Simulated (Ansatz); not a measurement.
The starting structures come from a database of crystals and need not be the phases stable at ambient conditions.

By PBEsol, the system below comes out a metal.

The ballistic (Sharvin) conductance counts the channels at the Fermi level: G/A = (e²/h) × channels of both spins per area.

Given:

```
NbZn3
1.0
    3.90998     0.00000     0.00000
    0.00000     3.90998     0.00000
    0.00000     0.00000     3.90998
Nb Zn
1 3
Direct
  0.00000   0.00000   0.00000
  0.50000   0.00000   0.50000
  0.00000   0.50000   0.50000
  0.50000   0.50000   0.00000
```

Space group of this cell: Pm-3m, Cu3Au type. The cell is taken as given; by PBEsol its mean pressure is -3.3 GPa.

The current flows along the normal of the first two printed cell vectors, the (001) plane of the conventional cell. No spin-orbit coupling; the value is a mean over 0.1 eV about the Fermi level.

Problem. Estimate the ballistic conductance per area that PBEsol in Ansatz (a quantum-chemistry and plane-wave program) returns for this system.

Solution. 0.50 × 10¹⁵ S/m² for both spins.
